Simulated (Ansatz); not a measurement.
Base system: Pt in the fcc (Cu type) structure (space group Fm-3m, No. 225).

```cif
data_Pt
_chemical_formula_sum 'Pt1'
_space_group_name_H-M_alt 'P 1'
_space_group_IT_number 1
_cell_length_a 2.80740
_cell_length_b 2.80740
_cell_length_c 2.80740
_cell_angle_alpha 60.000
_cell_angle_beta 60.000
_cell_angle_gamma 60.000
loop_
_space_group_symop_operation_xyz
  'x, y, z'
loop_
_atom_site_label
_atom_site_type_symbol
_atom_site_fract_x
_atom_site_fract_y
_atom_site_fract_z
_atom_site_occupancy
Pt1 Pt 0.00000 0.00000 0.00000 1
```

Method: Ansatz (a first-principles code), PBE, PAW, cutoff 420 eV, scalar-relativistic without spin-orbit coupling.

Before the change:

| Quantity | Value |
|---|---|
| Volume per atom | 15.65 Å³ |

Now apply this change: cell and atoms relaxed at a pressure of 15 GPa.

**Question.** Estimate the effect on the volume per atom.

**Answer.** The volume per atom shrinks by 0.80 Å³, from 15.65 Å³ to 14.85 Å³.

Load acts through the strain it causes; cell and atoms are relaxed under it. Whether these cells are dynamically stable was not tested. Competing high-pressure phases were not computed. All final runs are without spin polarisation.
